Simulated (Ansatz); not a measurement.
System: zinc-blende KCl (model structure). Method: r²SCAN+rVV10 (plane waves, PAW; Ansatz, a program for electronic structure).

Settings: plane-wave cutoff 500 eV, 8×8×8 k mesh, gaussian smearing 0.02 eV, scalar-relativistic PAW data made under PBE.

Cell (relaxed at this level):

```
KCl
1.0
    0.00000     3.48136     3.48136
    3.48136     0.00000     3.48136
    3.48136     3.48136     0.00000
K Cl
1 1
Direct
  0.00000   0.00000   0.00000
  0.25000   0.25000   0.25000
```

Q: What does this level give for the band gap?

A: 
* **band gap**: 5.24 eV (on the SCF k mesh)

Note: the relaxation could raise the start's symmetry but not lower it, so the cell can be a saddle point.

Computed values are for the static lattice.

The result took about 60 core-seconds (a rough figure).

A model structure was made by putting elements into a prototype or built by hand; it is no filed structure, need not be a known phase, and can be a saddle point held by its symmetry.
